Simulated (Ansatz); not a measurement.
# Response to strain in CsPbBr3

Take CsPbBr₃ in the cubic perovskite structure (space group Pm-3m, No. 221) as the base.

```
CsPbBr3
1.0
    5.77022     0.00000     0.00000
    0.00000     5.77022     0.00000
    0.00000     0.00000     5.77022
Cs Pb Br
1 1 3
Direct
  0.00000   0.00000   0.00000
  0.50000   0.50000   0.50000
  0.50000   0.00000   0.50000
  0.00000   0.50000   0.50000
  0.50000   0.50000   0.00000
```

Strains are applied to the cell and any free atomic positions relax.

The values are results of DFT with LDA, PAW potentials and a 420 eV plane-wave cutoff in Ansatz (a program for electronic structure), no SOC, not measurements.

Before the change:

| Property | Result |
|---|---|
| Band gap | 1.17 eV |

### Question
The aim is a band gap between 1.25 eV and 1.37 eV. Which of these changes reaches it?
(A) isotropic strain +3.00 %
(B) isotropic strain +2.40 %
(C) isotropic strain +1.20 %

### Answer
C, isotropic strain +1.20 %. It gives 1.32 eV; isotropic strain +2.40 % gives 1.46 eV; isotropic strain +3.00 % gives 1.53 eV. Changes not listed may reach it too

Spin-orbit coupling, missing from the scalar runs, can matter with Pb. No phonon test of stability was made. Many cubic perovskites are stable only at high temperature; tilts and polar distortions were not tested. This is not the structure that CsPbBr3 has at room temperature and ambient pressure.
